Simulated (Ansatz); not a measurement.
Results of LDA (Ansatz, a quantum-chemistry and plane-wave program, plane waves, PAW) for MnCl2 (R-3m, No. 166).

Numerical settings: plane-wave cutoff 520 eV, 10×10×10 k mesh, Fermi–Dirac smearing 0.01 eV, spin-polarised start, scalar-relativistic PAW data made under PBE.

Cell (relaxed at this level):

```xyz
3
Lattice="1.7874 1.0320 5.6780 -1.7874 1.0320 5.6780 0.0000 -2.0640 5.6780" Properties=species:S:1:pos:R:3 pbc="T T T"
Mn     0.0000     0.0000     0.0000
Cl     0.0000     0.0000    12.7225
Cl     0.0000     0.0000     4.3115
```

Question: Estimate the band gap and Γ–Γ gap that the calculation returns.

Answer: 
- band gap: 0.87 eV (on the SCF k mesh)
- Γ–Γ gap: 1.46 eV

Note: the magnetic order was assumed, not searched for or taken from measurement; the volume lies 8 % below that of the published cell.

Computed values are for the static lattice.

It cost roughly 2.6 core-minutes of CPU time.
